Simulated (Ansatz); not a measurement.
# Worked example: self-consistent single point of RbAsF₆ (R-3, 8 atoms in the cell) in Ansatz

Method of the run: LDA (PW92), default PAW files made with PBE (plane waves; Ansatz, an electronic-structure program).

Input as run:

Ansatz 0.2 input:
```yaml
crystal:
  lattice:
    - [3.70630800, 2.13983800, 2.46845200]
    - [-3.70630800, 2.13983800, 2.46845200]
    - [0.00000000, -4.27967500, 2.46845200]
  atoms:
    - { symbol: Rb, position: [0.50000000, 0.50000000, 0.50000000] }
    - { symbol: As, position: [0.00000000, 0.00000000, 0.00000000] }
    - { symbol: F, position: [0.07742000, 0.71201000, 0.79961000] }
    - { symbol: F, position: [0.92258000, 0.28799000, 0.20039000] }
    - { symbol: F, position: [0.79961000, 0.07742000, 0.71201000] }
    - { symbol: F, position: [0.20039000, 0.92258000, 0.28799000] }
    - { symbol: F, position: [0.71201000, 0.79961000, 0.07742000] }
    - { symbol: F, position: [0.28799000, 0.20039000, 0.92258000] }
basis:
  ecutwfc: 30.9 Ry
kpoints:
  mp_grid:
    grid: [5, 5, 5]
hamiltonian:
  xc: lda
  pseudopotentials:
    kind: paw
scf:
  occupations:
    method: fermi_dirac
    width: 0.0037 Ry
output:
  forces: true
  eigenvalues: true
  stress: true
```

Output (repeated stretches shortened):

```
WARN ansatz: RAYON_NUM_THREADS=1 ignored (pool sized by the plan → 1); use --threads N
Pseudopotentials: kind: paw
Pseudopotential: Rb, paw, valence charge 9
Pseudopotential: As, paw, valence charge 15
Pseudopotential: F, paw, valence charge 7
Crystal: 8 atoms, lattice volume = 117.462 Å³
Basis set: ecut = 420.4159175005146 eV, 2307 PW (Γ)
Bands: 41, of which v1, the nominal top of the filled ones, is band 33 counted from 1 (32 counted from 0)
Symmetry: 6 space group operations
Space group: R-3 (ITA 148), of the structure as read, at distance tolerance 4.9e-5 Å
k-points: 23 of 125
PAW frozen core: Rb, regenerated for the run's functional, and the local potential with it
PAW frozen core: As, regenerated for the run's functional, and the local potential with it
PAW frozen core: F, regenerated for the run's functional, and the local potential with it
Initial density: superposition of atomic densities (neutral atoms: chi_scale 0, normalization atom), corrected by the library's trained network
Initial wavefunctions: pseudopotential atomic-orbital guess
Eigensolver: davidson
Functional: x = slater, c = lda
SCF iter   1: F=—  HF=-12709.879417 eV  |F-HF|=—  |Δ(HF+E_count)|=         —  Δρ=1.66e-2  dr2=2.25e-1  ethr=1.77e-3  ⟨swp⟩=6.3  Hψ=3912  notcnv=0  defer=6
all-band conjugate gradients solve this SCF's bands
preconditioner: auto → Resta (q_TF=auto, 2.478 Å⁻¹)
SCF iter   2: F=—  HF=-12709.811739 eV  |F-HF|=—  |Δ(HF+E_count)|=   6.77e-2  Δρ=3.65e-3  dr2=5.30e-3  ethr=3.42e-4  ⟨swp⟩=2.1  Hψ=1653  notcnv=0  defer=56
SCF iter   3: F=—  HF=-12709.810327 eV  |F-HF|=—  |Δ(HF+E_count)|=   1.41e-3  Δρ=1.70e-3  dr2=1.96e-3  ethr=8.03e-6  ⟨swp⟩=2.1  Hψ=1362  notcnv=0  defer=56
SCF iter   4: F=—  HF=-12709.809956 eV  |F-HF|=—  |Δ(HF+E_count)|=   3.71e-4  Δρ=3.66e-4  dr2=1.40e-4  ethr=2.98e-6  ⟨swp⟩=2.0  Hψ=1555  notcnv=0  defer=56
SCF iter   5: F=—  HF=-12709.809896 eV  |F-HF|=—  |Δ(HF+E_count)|=   5.98e-5  Δρ=8.78e-5  dr2=8.73e-6  ethr=2.12e-7  ⟨swp⟩=2.4  Hψ=1437  notcnv=0  defer=56
SCF iter   6: F=—  HF=-12709.809901 eV  |F-HF|=—  |Δ(HF+E_count)|=   5.02e-6  Δρ=1.27e-5  dr2=1.24e-7  ethr=1.32e-8  ⟨swp⟩=2.4  Hψ=1427  notcnv=0  defer=56
SCF iter   7: F=-12709.809901 eV  HF=-12709.809901 eV  |F-HF|=3.68e-9  |Δ(HF+E_count)|=   1.27e-7  Δρ=2.32e-6  dr2=6.20e-9  ethr=1.52e-10  ⟨swp⟩=9.7  Hψ=3949  notcnv=0
SCF 1 converged in 7 iterations: F = -12709.809901 eV  dr2 = 6.20e-9
SCF converged after 7 iterations
Free energy (F): -12709.809901 eV
Harris-Foulkes:  -12709.809901 eV  (|F-HF|=3.68e-9)
Internal energy: -12709.809901 eV  (E = F + TS)
E sigma→0 (E₀):  -12709.809901 eV
Fermi energy:    3.412329 eV
--- Per-component energies (eV) ---
  E_band       = -712.951398
  E_kinetic    = 1527.908191
  E_local      = -7496.720088  (includes V_loc(G=0)·N_el)
  E_nonlocal   = -24.454783
  E_hartree    = 3164.933685
  E_xc         = -672.139336
  E_vxc        = -817.354279  (∫ρ·V_xc dr)
  E_paw        = -5412.709860  (= ΣΔE_a)
  E_vpaw       = -232.212301  (= ΣTr[D̂ρ^β])
  E_aug_tail   = 0.012074  (compensation charges beyond the density's cutoff)
  E_ewald      = -3799.665784
  E_core_change = 3.026000  (= ΣΔE_core)
  E_smearing   = -0.000000  (= −TS)
  E_closure    = -0.000000  (closes the sum)
  Σ components = -12709.809901   (vs F -12709.809901, Δ=0.00e0)
--- Forces (eV/Å), atoms counted from 1 ---
  atom   1  Rb     0.00000000     0.00000000     0.00000000
  atom   2  As     0.00000000     0.00000000    -0.00000000
  atom   3  F     -0.02124430     0.00515967    -0.01762773
  atom   4  F      0.02124430    -0.00515967     0.01762773
  atom   5  F      0.00615374    -0.02097794    -0.01762772
  atom   6  F     -0.00615374     0.02097794     0.01762772
  atom   7  F      0.01509056     0.01581827    -0.01762773
  atom   8  F     -0.01509056    -0.01581827     0.01762773
  max |Σ_I F_I| component: 1.73e-18 eV/Å
--- Stress (GPa, compression-positive) ---
       -1.716467       0.000000      -0.000000
       -0.000000      -1.716467       0.000000
        0.000000       0.000000      -1.348960
  P = ⅓ Tr σ = -1.5940 GPa (-15.940 kbar)
  The stress holds the Pulay correction. Without it, at fixed plane waves, as pw.x and ABINIT print it: P = -2.4597 GPa
--- Band table (eV; the first three rows and the last of 23) ---
  k-point 0: bands = ["-34.4673", "-34.4673", "-34.3073", "-34.3027", "-34.3027", "-21.7137", "-20.8611", "-19.8894", "-19.8573", "-19.8573", "-18.9909", "-18.9909", "-7.8798", "-5.2023", "-5.2023", "-5.1271", "-3.9468", "-3.8318", "-3.8318", [...]
  k-point 1: bands = ["-34.4674", "-34.4673", "-34.3073", "-34.3027", "-34.3027", "-21.6771", "-20.8969", "-19.8941", "-19.8680", "-19.8474", "-18.9989", "-18.9870", "-7.8669", "-5.1763", "-5.1653", "-5.1187", "-3.9958", "-3.9068", "-3.8757", [...]
  k-point 2: bands = ["-34.4674", "-34.4673", "-34.3073", "-34.3027", "-34.3026", "-21.6084", "-20.9656", "-19.9145", "-19.8710", "-19.8308", "-19.0125", "-18.9813", "-7.8476", "-5.1946", "-5.1283", "-4.9946", "-4.1068", "-4.0051", "-3.9383", [...]
  k-point 22: bands = ["-34.4674", "-34.4674", "-34.3073", "-34.3026", "-34.3026", "-21.5175", "-20.9332", "-19.9620", "-19.8777", "-19.8748", "-19.0451", "-19.0351", "-7.6900", "-5.2848", "-5.2404", "-5.1651", "-3.9853", "-3.8384", "-3.8023", [...]
```

The run converged in 7 iterations.

The starting cell comes from a database of computed structures (which also holds hypothetical and non-ambient phases and stackings), without a prior relaxation at this level. Its lattice was rescaled by up to half a per cent. Ansatz's pressure includes its estimate of the finite-basis (Pulay) stress. Without the estimate this run gives -2.46 GPa.
